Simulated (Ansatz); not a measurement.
Results of HSE06 (Ansatz, a quantum-chemistry and plane-wave program, PAW) for NH4Br (P-43m, No. 215, 6 atoms in the cell; start mp-36248).

Numerical settings: plane-wave cutoff 500 eV, 6×6×6 k mesh, gaussian smearing 0.02 eV, scalar-relativistic PAW data made under PBE.

Cell (relaxed with r²SCAN):

Space group P-43m (No. 215); a = b = c = 4.024 Å, α = β = γ = 90.00°

```json
[
 {"atom": "H", "site": "4e", "symmetry": ".3m", "x": "0.8520", "y": "0.8520", "z": "0.8520"},
 {"atom": "Br", "site": "1b", "symmetry": "-43m", "x": "0.5000", "y": "0.5000", "z": "0.5000"},
 {"atom": "N", "site": "1a", "symmetry": "-43m", "x": "0.0000", "y": "0.0000", "z": "0.0000"}
]
```

Task: What does this level give for the band gap?

Result: 
- band gap = 5.36 eV (on the SCF k mesh)

Note: cell and atoms aren't relaxed at this level (largest force component 0.03 eV/Å, pressure 0.4 GPa).

Spin–orbit coupling is not included.

The result took roughly 2.2 core-minutes.

A start named mp-… is a Materials Project structure, which need not be a measured phase.
